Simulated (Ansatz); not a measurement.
Cell and atoms of amorphous germanium (Ge48):

```xyz
48
Lattice="10.4131 0.0000 0.0000 0.0000 10.4131 0.0000 0.0000 0.0000 10.4131" Properties=species:S:1:pos:R:3 pbc="T T T"
Ge     2.2775     9.2016     1.4792
Ge     1.0710     5.4935     6.8681
Ge     0.2168     1.8640     3.6017
Ge     7.3697     3.8011     7.6385
Ge     9.2265     8.7342     7.5057
Ge     8.2496     1.6173     4.3881
Ge     5.3714     4.6459     4.3411
Ge     3.7252     3.2309     3.0268
Ge     4.6234    10.1431     1.2816
Ge     2.3928     7.3568     3.3333
Ge     0.9334     1.9504     7.9181
Ge     9.2073     6.3593     0.4063
Ge     7.3243     3.5186     3.1174
Ge     2.9811     4.9869     9.9836
Ge     7.5930     1.4701     6.8402
Ge     0.6634     5.7300     4.4590
Ge     6.2227     3.6317     9.9295
Ge     1.5946     1.0448     5.5816
Ge     1.7764     2.4605    10.3285
Ge     7.9963     2.6180     0.9097
Ge     3.7952     2.1819     7.0849
Ge     7.6064     5.9423     2.3847
Ge     4.6062     6.7981     6.6170
Ge     2.4467     7.9041     9.7430
Ge     4.9830     6.6914     2.7899
Ge     9.5079     8.7058     5.0270
Ge     4.5138     9.3402     5.4584
Ge     6.9304     5.8473     6.3471
Ge     6.2312     9.4911     9.7747
Ge     9.2815     0.5731     8.4817
Ge     1.3157     3.9898     2.8341
Ge     3.3523     4.6972     7.4705
Ge     4.3729     2.2422     0.7666
Ge     8.6883     6.3970     4.5832
Ge     5.7997     9.0636     3.2861
Ge     0.6016     0.6380     1.3806
Ge     8.5781     0.2476     0.5172
Ge     9.8770     4.0431     8.0061
Ge    10.0152     3.9111     0.1295
Ge     5.2344     5.7355     0.4680
Ge     7.6639     7.2674     8.8457
Ge     4.8183     7.4053     9.0971
Ge     5.5141     0.2133     7.4985
Ge     4.0064     1.3852     4.7111
Ge     1.1363     7.8688     7.5931
Ge     8.1765     9.8050     3.1167
Ge     1.2457     6.1419     1.1927
Ge     1.7079     8.9673     5.3695
```

Calculation: PBE, scalar-relativistic without spin-orbit coupling (plane waves to 420 eV, PAW; Ansatz, an electronic-structure program).

It comes from a melt-quench run on a machine-learned potential (CHGNet), relaxed afterwards by DFT. The hot cell started wider than the set density and was brought back towards it in steps. It is the lowest in DFT energy of 4 quenches. It is a model cell: composition and starting density were chosen by hand, and all elements were melted together. No dispersion term was used. Its density started from a set value of 5.13 and ended at 5.13 g/cm³. The quench (nominally 64 K/ps over its main leg) was far faster than any real one, so the model tends to hold more defects than a real film. A cell of this size samples the disorder only roughly. The volume was held where the preparation left it, at a PBE pressure of 0.3 GPa. Stress components on the final sampling reach 1.5 GPa. On a 2×2×2 Γ-centred mesh force components of up to 0.36 eV/Å stay, since the relaxation ran on one k-point at (1/4, 1/4, 1/4).

Neighbours within Ge-Ge 2.85 Å count as bonded.

Problem. Give the coordination numbers, mean bond lengths and angles.

Solution. 
```json
{
  "Mean coordination of Ge": "4.08 (2 with 3, 40 with 4, 6 with 5)",
  "Mean Ge-Ge bond": "2.575 Å (spread 0.092 Å, 98 counted)",
  "Bond angle at Ge": "mean 107.7°, spread 18.5°"
}
```

Problem. Which atoms depart from the most common coordination of their element?

Solution. Ge10 has 5 (Ge1 2.62 Å, Ge16 2.63 Å, Ge48 2.69 Å, Ge47 2.72 Å, Ge25 2.73 Å); Ge19 has 5 (Ge11 2.60 Å, Ge36 2.62 Å, Ge39 2.62 Å, Ge33 2.74 Å, Ge14 2.82 Å); Ge21 has 3 (Ge44 2.51 Å, Ge32 2.58 Å, Ge43 2.65 Å; Ge18 at 2.90 Å just beyond); Ge25 has 5 (Ge40 2.52 Å, Ge35 2.56 Å, Ge7 2.60 Å, Ge10 2.73 Å, Ge22 2.76 Å); Ge27 has 5 (Ge35 2.54 Å, Ge43 2.61 Å, Ge44 2.62 Å, Ge23 2.80 Å, Ge48 2.83 Å); Ge41 has 3 (Ge5 2.53 Å, Ge12 2.67 Å, Ge29 2.80 Å; Ge42 at 2.86 Å just beyond; Ge28 at 2.97 Å just beyond); Ge47 has 5 (Ge12 2.58 Å, Ge14 2.64 Å, Ge31 2.71 Å, Ge10 2.72 Å, Ge24 2.83 Å; Ge39 at 2.97 Å just beyond); Ge48 has 5 (Ge18 2.50 Å, Ge45 2.55 Å, Ge26 2.65 Å, Ge10 2.69 Å, Ge27 2.83 Å).
